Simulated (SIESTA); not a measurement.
SIESTA run on Mg2Zn (P1, 6 atoms in the cell): self-consistent single point.

Computed with LDA PW92, numerical atomic orbitals DZP, PseudoDojo LDA standard norm-conserving potentials (rewritten from UPF to PSML) (SIESTA).

```xyz
6
Lattice="5.8008 -1.5319 0.0000 5.8008 1.5319 0.0000 -1.9158 0.0000 6.7335" Properties=species:S:1:pos:R:3 pbc="T T T"
Mg     7.8221    -0.0031     1.0515
Mg     1.8649    -0.0180     5.6919
Mg    10.8656     0.0499     1.4889
Mg    -1.1709     0.0025     5.2454
Zn     3.2318    -0.0324     3.1944
Zn     6.4438     0.0011     3.5286
```

Reference input (self-consistent single point, DFT, LDA PW92, numerical atomic orbitals DZP, PseudoDojo LDA standard norm-conserving potentials (rewritten from UPF to PSML)): XC.functional = LDA; XC.authors = PW92; potentials = PseudoDojo LDA standard; PAO.BasisSize = DZP; PAO.EnergyShift = 0.01 Ry; MeshCutoff = 400 Ry; kgrid.MonkhorstPack = 11 11 5; OccupationFunction = MP; OccupationMPOrder = 1; ElectronicTemperature = 50 meV; MaxSCFIterations = 150; SCF.Mixer.Method = Broyden. This run's input differs from it in these lines:

```diff
@@ -29,3 +29,3 @@
 PAO.BasisSize                DZP
-PAO.EnergyShift              0.01 Ry
+PAO.EnergyShift              0.0005 Ry
 MeshCutoff                   400 Ry
```

Output, abridged:

```
        iscf     Eharris(eV)        E_KS(eV)     FreeEng(eV)     dDmax    Ef(eV) dHmax(eV)
   scf:    1   -17740.278650   -17798.530898   -17798.531311  5.799004 -2.848359 27.933472
   scf:    2   -17822.625437   -17818.328466   -17818.328781  2.765028 -3.289986  2.458441
   scf:    3   -17819.422344   -17819.051456   -17819.051557  0.563263 -3.308876  1.845803
   scf:    4   -17819.202385   -17819.146990   -17819.146788  0.138554 -3.336564  0.535140
   scf:    5   -17819.140460   -17819.148374   -17819.148179  0.056360 -3.385765  0.455303
   [... 7 lines left out ...]
   scf:   13   -17819.153227   -17819.153227   -17819.153010  0.000029 -3.387898  0.000165
   scf:   14   -17819.153227   -17819.153227   -17819.153010  0.000017 -3.387924  0.000099
   scf:   15   -17819.153227   -17819.153227   -17819.153010  0.000011 -3.387940  0.000072
   scf:   16   -17819.153227   -17819.153227   -17819.153010  0.000008 -3.387951  0.000055
SCF Convergence by DM+H criterion
max |DM_out - DM_in|         :     0.0000079764
max |H_out - H_in|      (eV) :     0.0000549605
SCF cycle converged after 16 iterations

Using DM_out to compute the final energy and forces

siesta: E_KS(eV) =           -17819.1532

siesta: E_KS - E_eggbox =    -17819.1532

siesta: Atomic forces (eV/Ang):
     1   -0.108257   -0.008049    0.094855
     2    0.116992    0.048906   -0.151652
     3    0.094216   -0.114070    0.235079
     4   -0.131756   -0.031135   -0.254067
     5   -0.095095    0.086538    0.111798
     6    0.124188    0.017794   -0.035876
   Tot    0.000289   -0.000015    0.000137
   Max    0.254067
   Res    0.121551    sqrt( Sum f_i^2 / 3N )
   Max    0.254067    constrained

   [... lines left out ...]
siesta: FreeEng =    -17819.153010
   [... lines left out ...]
siesta:     0.018893    0.000174    0.000221
siesta:     0.000174    0.014283   -0.000762
siesta:     0.000221   -0.000762    0.020576

siesta: Cell volume =        119.669787 Ang**3

siesta: Pressure (static):
siesta:                Solid            Molecule  Units
siesta:          -0.00019514         -0.00018044  Ry/Bohr**3
siesta:          -0.01791735         -0.01656764  eV/Ang**3
siesta:         -28.70676686        -26.54429102  kBar
```

The run converged in 16 iterations. Against the reference run the free energy drops by 944 meV/atom, the pressure goes from -5.32 to -2.87 GPa and the largest force goes from 0.328 to 0.288 eV/Å.

The starting cell comes from a database of computed structures (which also holds hypothetical and non-ambient phases and stackings), without a prior relaxation at this level. Its atoms were displaced at random from the sites of space group no. 12. Values carry the incompleteness of an atom-centred basis.

Cost on one core of a shared machine: roughly 3 min.
